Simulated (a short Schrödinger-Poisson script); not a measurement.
## Symmetric double-gate stack, SiO2 on p-type Si(111)

Structure: symmetric double-gate stack, SiO2 on p-type Si(111), at 300 K.

```
layer  material  thickness (nm)  Na (cm⁻³)
-----  --------  --------------  ---------
1          SiO2             2.4          -
2            Si               8       2e15
3          SiO2             2.4          -
```

The device is made up for the run: typed textbook-type constants, with dimensions and the other settings drawn at random. SiO2: permittivity 3.9, conduction-band edge (eV) 3.15, gap (eV) 9, electron mass (mₑ) 0.5. Si: permittivity 11.7, conduction-band edge (eV) 0, gap (eV) 1.124, Nv at 300 K (cm⁻³) 3.1e19.

Channel valleys (confinement mass, in-plane density-of-states mass, number): Δ6 0.258, 0.358, 6. At the gates, both at one voltage, the conduction-band edge of layer 1 lies 3.2 eV − eVg above the Fermi level of the channel. Gaps are held at their typed values at every temperature. Mesh 0.03 nm at interfaces.

From a short Schrödinger-Poisson script (our own, NumPy): 1D Poisson equation in equilibrium, electrons quantum, Hartree (BenDaniel-Duke, 12 states a valley, the channel's in-plane mass for all, wave functions ending at the dielectric), parabolic valleys, classical holes, full ionisation, no traps, pinning or gate leakage.

```csv
Vg (V),electrons (cm⁻²),C (μF/cm²),Δ6 E0 (meV),Δ6 E1 (meV)
-0.3,1.35e7,< 0.003,372.9,441.2
-0.1,2.86e10,0.166,175.0,243.2
0.1,1.39e12,1.75,74.3,137.6
0.3,3.79e12,2.04,48.0,103.5
0.5,6.42e12,2.16,34.2,82.7
0.7,9.17e12,2.23,24.9,67.4
0.9,1.20e13,2.28,18.0,55.4
1.1,1.49e13,2.32,12.5,45.7
1.3,1.78e13,2.35,7.8,37.4
1.5,2.07e13,2.38,3.8,30.4
```

Gate voltages with under 1e6 electrons/cm² are left out.

Subbands count from the Fermi level. The capacitance is that of both gates.
